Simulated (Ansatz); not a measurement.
Consider the following.

```
NiSi2
1.0
    0.00000     2.56853     2.56853
    2.56853     0.00000     2.56853
    2.56853     2.56853     0.00000
Ni Si
1 2
Direct
  0.00000   0.00000   0.00000
  0.25000   0.25000   0.25000
  0.75000   0.75000   0.75000
```

No spin polarisation.

Level of theory: r2SCAN, PAW, 500 eV (Ansatz, a program for electronic structure; spin-orbit coupling left out). Γ-centred 19×19×19 mesh, Fermi–Dirac width 0.1 eV.

**Question.** Predict the band gap, pressure and space group.

**Answer.** The band gap is zero, the pressure comes out as 32.6 GPa and the space group comes out as Fm-3m (No. 225).

The cells carry an imposed strain or load. Stability against distortions was not tested. All final runs are without spin polarisation. The cell was made from NiSi₂ (space group Fm-3m, No. 225; non-magnetic) by this change: isotropic strain −4.62 %.
